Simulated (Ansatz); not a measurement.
**K: x(Cs) = 0.75, 4 atoms, P2/m**

Start from K in the bcc (W type) structure (space group Im-3m, No. 229; a = 5.2124 Å).

The other end (x = 1) is Cs in the bcc (W type) structure (space group Im-3m, No. 229): 108.14 Å³/atom, gap zero.

Now apply this change: Cs replaces 75.0 % of the K, ordered in a cell of 4 atoms (starting symmetry P2/m) and fully relaxed.

Method: Ansatz (a quantum-chemistry and plane-wave program), PBEsol, PAW, cutoff 420 eV, no spin-orbit coupling, earlier PAW set. Settings: 9×6×5 k-points, 0.05 eV Fermi–Dirac smearing, for the changed cell.

The volume per atom grows by 27.40 Å³ (70.81 Å³ → 98.21 Å³) and the density goes up by 0.93 g/cm³ (0.92 g/cm³ → 1.85 g/cm³). The band gap is still zero and the mixing energy amounts to +0.01 eV/atom (to 0.01 eV only: unlike meshes or grids). The deviation of the volume from the linear (Vegard-type) interpolation amounts to -0.6 %.

Final structure:

```xyz
4
Lattice="5.0922 0.0000 0.0000 0.0000 8.1866 0.0000 -1.6007 0.0000 9.4230" Properties=species:S:1:pos:R:3 pbc="T T T"
Cs     0.9605     0.0000     2.2636
Cs     2.5311     0.0000     7.1594
Cs    -0.8003     4.0933     4.7115
K      2.5461     4.0933     0.0000
```

Each cell is one ordered arrangement of few atoms, which overstates ordering effects compared with a random alloy. Whether these cells are dynamically stable was not tested. All final runs are without spin polarisation.
